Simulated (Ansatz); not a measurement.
Consider InSb in the zinc blende structure (space group F-43m, No. 216; a = 6.519 Å).

Computed with PBEsol (Ansatz, a quantum-chemistry and plane-wave program, PAW, spin-orbit coupling left out).

Before the change:

The volume per atom is 34.63 Å³.

One thing is altered: full substitution In → Be; the structure is relaxed again.

Question: Predict the new volume per atom.

Answer: The volume per atom decreases by 13.06 Å³ to 21.57 Å³.

No phonon test of stability was made. As relaxed here, BeSb is a hypothetical phase, not in the database extracts checked. The final runs are not spin-polarised. An odd electron count without spin: BeSb.
